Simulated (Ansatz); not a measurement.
Input:

```
Si
1.0
    0.00000     2.68478     2.68478
    2.68478     0.00000     2.68478
    2.68478     2.68478     0.00000
Si
2
Direct
  0.00000   0.00000   0.00000
  0.25000   0.25000   0.25000
```

Computed with r2SCAN with spin-orbit coupling, rigid bands (plane waves, PAW; Ansatz, an electronic-structure program). Condition of this run: hydrostatic pressure of 3.6 GPa (compression positive) (the target of the relaxation). Geometry: cell and atoms relaxed with PBEsol, then loaded as said.

Q: What conductivity effective mass do dilute holes have at 300 K?

A: 0.35 mₑ.

Q: What conductivity effective mass do dilute electrons have at 300 K?

A: 0.28 mₑ.

Q: And the band gap?

A: 0.68 eV at this level; semilocal functionals usually fall short of the measured gap.

Rigid bands, one relaxation time for all states, no polarons. Geometry: cell and atoms relaxed with PBEsol.
